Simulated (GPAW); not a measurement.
# Input and output of a self-consistent single point for RbBr (Fm-3m, 2 atoms in the cell) (GPAW)

Level of theory: PBE, GPAW PAW datasets PBE (gpaw-data 1.0.1) (plane waves; GPAW).

Input as run:

```python
from ase import Atoms
from ase.units import GPa
from gpaw import GPAW, PW, FermiDirac

atoms = Atoms(['Rb', 'Br'],
              cell=[[0.000000, 3.445000, 3.445000],
                    [3.445000, 0.000000, 3.445000],
                    [3.445000, 3.445000, 0.000000]],
              positions=[[0.000000, 0.000000, 0.000000],
                         [3.445000, 3.445000, 3.445000]],
              pbc=True)

calc = GPAW(mode=PW(600),
            xc='PBE',
            kpts={'size': (8, 8, 8), 'gamma': True},
            occupations=FermiDirac(0.02),
            nbands=-6,
            convergence={'density': 1e-05, 'energy': 1e-05, 'bands': -4},
            symmetry={'symmorphic': False, 'tolerance': 0.0005},
            maxiter=100,
            txt='-')

atoms.calc = calc

energy = atoms.get_potential_energy()
print('Energy (eV):', round(energy, 6))
forces = atoms.get_forces()
print('Forces (eV/Ang):')
print(forces.round(5))
stress = atoms.get_stress()
print('Stress (GPa, Voigt):', (stress / GPa).round(4))
```

The program printed (abridged):

```
Input parameters:
  convergence: {bands: -4,
                density: 1e-05,
                energy: 1e-05}
  kpts: {gamma: True,
         size: (8, 8, 8)}
  maxiter: 100
  mode: {ecut: 600.0,
         name: pw}
  nbands: -6
  occupations: {fixmagmom: False,
                name: fermi-dirac,
                width: 0.02}
  symmetry: {symmorphic: False,
             tolerance: 0.0005}
  xc: PBE

species:
  Rb:
    name: Rubidium
    Z: 37.0
    valence: 9
    core: 28
    charge: 0.0
    file: Rb.PBE.gz

    # Using partial waves for Rb as LCAO basis

  Br:
    name: Bromine
    Z: 35.0
    valence: 7
    core: 28
    charge: 0.0
    file: Br.PBE.gz

    # Using partial waves for Br as LCAO basis

Reference energy: -152005.600152  # eV

Spin-paired calculation

Convergence criteria:
 Maximum [total energy] change in last 3 cyles: 1e-05 eV / valence electron
 Maximum integral of absolute [dens]ity change: 1e-05 electrons / valence electron
 Maximum integral of absolute [eigenst]ate change: 4e-08 eV^2 / valence electron
 Maximum number of scf [iter]ations: 100

Symmetries present (total): 48
Symmetries with fractional translations: 0
512 k-points: 8 x 8 x 8 Monkhorst-Pack grid + [1/16,1/16,1/16]
29 k-points in the irreducible part of the Brillouin zone
       k-points in crystal coordinates                weights
   0:     0.00000000    0.00000000    0.00000000          1/512
   1:     0.12500000    0.12500000    0.00000000          6/512
   2:     0.12500000    0.12500000    0.12500000          8/512
   [... 7 lines left out ...]
          ...
  28:     0.50000000    0.50000000    0.50000000          4/512

Wave functions: Plane wave expansion
  Cutoff energy: 600.000 eV
  Number of coefficients (min, max): 2706, 2764
  Pulay-stress correction: 0.000000 eV/Ang^3 (de/decut=0.000000)

Occupation numbers: Fermi-Dirac:
  width: 0.0200  # eV

Eigensolver

Densities:
  Coarse grid: 28*28*28 grid
  Fine grid: 56*56*56 grid
  Total Charge: 0.000000

Density mixing:
  Method: separate
  Backend: pulay
  Linear mixing parameter: 0.05
  old densities: 5
  Damping of long wavelength oscillations: 50

Hamiltonian:
  XC and Coulomb potentials evaluated on a 56*56*56 grid
  External potential:
    NoExternalPotential

XC parameters: PBE with 2 nearest neighbor stencil

Number of atoms: 2
Number of atomic orbitals: 9
Number of bands in calculation: 14
Number of valence electrons: 16
Bands to converge: 10

Density initialized from atomic densities
  9 bands from LCAO basis set
  5 bands from random numbers

Atomic positions and initial magnetic moments

Positions:
   0 Rb     0.000000    0.000000    0.000000    ( 0.0000,  0.0000,  0.0000)
   1 Br     3.445000    3.445000    3.445000    ( 0.0000,  0.0000,  0.0000)

Unit cell:
           periodic     x           y           z      points  spacing
  1. axis:    yes    0.000000    3.445000    3.445000    28     0.1421
  2. axis:    yes    3.445000    0.000000    3.445000    28     0.1421
  3. axis:    yes    3.445000    3.445000    0.000000    28     0.1421

  Lengths:   4.871966   4.871966   4.871966
  Angles:   60.000000  60.000000  60.000000

Effective grid spacing dv^(1/3) = 0.1550

     iter     time        total  log10-change:
                         energy   eigst   dens
iter:   1 --:--:--    -6.203588   +1.10
iter:   2 --:--:--    -6.172091   +0.19  -1.29
iter:   3 --:--:--    -6.044266   -0.59  -1.32
iter:   4 --:--:--    -6.045228   -1.52  -1.60
iter:   5 --:--:--    -6.079517   -1.99  -1.61
iter:   6 --:--:--    -6.058354   -2.60  -1.79
iter:   7 --:--:--    -6.058732   -3.61  -2.56
iter:   8 --:--:--    -6.058127   -4.20  -2.55
iter:   9 --:--:--    -6.058075   -4.94  -3.06
iter:  10 --:--:--    -6.058101c  -5.26  -3.25
iter:  11 --:--:--    -6.058097c  -5.60  -3.44
iter:  12 --:--:--    -6.058097c  -6.55  -4.23
iter:  13 --:--:--    -6.058097c  -7.41c -4.34
iter:  14 --:--:--    -6.058097c  -8.26c -4.40
iter:  15 --:--:--    -6.058097c  -7.95c -4.41
iter:  16 --:--:--    -6.058097c  -7.81c -4.50
iter:  17 --:--:--    -6.058097c  -7.34  -4.37
iter:  18 --:--:--    -6.058097c  -8.62c -4.86
iter:  19 --:--:--    -6.058097c  -9.31c -5.09c

Converged after 19 iterations.

Dipole moment: (-0.000000, -0.000000, -0.000000) |e|*Ang

Energy contributions relative to reference atoms: (reference = -152005.600152)

Kinetic:         +9.757679
Potential:       -9.240744
External:        +0.000000
XC:              -6.536947
Entropy (-ST):   -0.000000
Local:           -0.038085
SIC:             +0.000000
--------------------------
Free energy:     -6.058097
Extrapolated:    -6.058097

Showing only first 2 kpts
 Kpt  Band  Eigenvalues  Occupancy
  0     6     -0.16736    2.00000
  0     7     -0.16736    2.00000
  0     8      4.16059    0.00000
  0     9      7.11273    0.00000

  1     6     -0.20030    2.00000
  1     7     -0.20030    2.00000
  1     8      4.61280    0.00000
  1     9      6.73111    0.00000

Fermi level: 1.43028

Gap: 4.328 eV
Transition (v -> c):
  (s=0, k=0, n=7, [0.00, 0.00, 0.00]) -> (s=0, k=0, n=8, [0.00, 0.00, 0.00])
No difference between direct/indirect transitions
Energy (eV): -6.058097

Forces in eV/Ang:
  0 Rb    0.00000    0.00000    0.00000
  1 Br   -0.00000   -0.00000    0.00000

Stress tensor:
    -0.004724    -0.000000    -0.000000
    -0.000000    -0.004724    -0.000000
    -0.000000    -0.000000    -0.004724
Stress (GPa, Voigt): [-0.7569 -0.7569 -0.7569 -0.     -0.     -0.    ]
```

The run converged in 19 iterations. GPAW prints stress with tension positive.

The starting cell has typed, rounded lattice constants, without a prior relaxation at this level.
